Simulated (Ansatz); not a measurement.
InSb: energy against strain

InSb (zinc blende, F-43m, 34.628 Å³/atom at rest) under an equal strain ε in the (001) plane with the normal axis free, as in a coherent film. PBEsol in Ansatz, a plane-wave DFT program (PAW, default set), 420 eV, 12×12×12 Γ-centred mesh, Fermi-Dirac smearing 0.05 eV; ions are relaxed within the symmetry of each cell.

Here s stands for strain and y for E less E0.

```
strain (%)  E less E0 (meV/atom)
----------  --------------------
-1.50                       2.92
-1.00                       1.28
-0.50                       0.31
0.00                        0.00
0.50                        0.31
1.00                        1.22
1.50                        2.72
3.00                           ?
```

Question: Using a parabola, estimate the missing y at s = 3.00 from the other rows, showing the fit.

Answer: Least squares gives y = -0.003 - 0.0514·s + 1.2543·s². Residuals (row less fit): 0.024, -0.023, -0.026, 0.003, 0.025, 0.020, -0.022; standard error 0.029 (degrees of freedom: 4). Twice the quadratic coefficient over the volume, 2 × 1.2543 meV × 10⁴ × 0.1602 / 34.628 Å³, is twice the biaxial elastic modulus of this plane = 116 ± 1.2 GPa. At the withheld row, y = -0.003 - 0.0514 × 3.0 + 1.2543 × 3.0² = 11.131 meV/atom. The calculation gives 10.53 meV/atom, 0.601 meV/atom below the prediction (5.7 % of the range of y in the table). The row lies outside the fitted rows, so this is an extrapolation. From the scatter of the fitted rows alone, a prediction at this place has a standard error of 0.110 meV/atom, so the miss is 5.5 times that.

One order more, fitted to all 13 runs of the series, follows each within 0.01, so the miss is the next term of a smooth law. This level leaves no gap over 0.05 eV at strain -1.50, -1.00, -0.50, 0.00, where the mesh may be coarse. Rows are the converged runs of the series near zero and its far end; series whose fitted rows scatter by over a few per cent of the range, as at a crossing or softening among them, aren't shown in this form. Most that stay on the fit to the last digits aren't either.
